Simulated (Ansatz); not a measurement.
Base system: Al₂O₃ in the corundum structure (space group R-3c, No. 167; a = 4.8088 Å, c = 13.1238 Å (hexagonal axes)).

The change: the cell is scaled by 1.0225 in all directions; the atoms relax in the strained cell.

Method: Ansatz (a quantum-chemistry and plane-wave program) PBE, no spin-orbit coupling.

Base, band edges from the VBM (valence, conduction): Γ 0.00, 5.85; F -0.23, 9.36; S₂ -0.26, 9.19; S₀ -0.26, 9.19; L -0.25, 9.14; H₀ -0.47, 9.42; H₂ -0.47, 9.42; T -0.35, 8.36 eV.

Question: Give the band edges at the high-symmetry points of the new zone, measured from its valence-band maximum.

Answer: 
```
point  valence edge (eV)  conduction edge (eV)
-----  -----------------  --------------------
Γ                  -0.02                  5.04
T                  -0.31                  7.63
H₂                 -0.42                  8.70
H₀                 -0.42                  8.70
L                  -0.21                  8.34
S₀                 -0.22                  8.42
S₂                 -0.22                  8.42
F                  -0.20                  8.52
```

The gap is 5.04 eV, indirect, Γ–S₀ (25 % along) → Γ.

Stability against distortions was not tested.
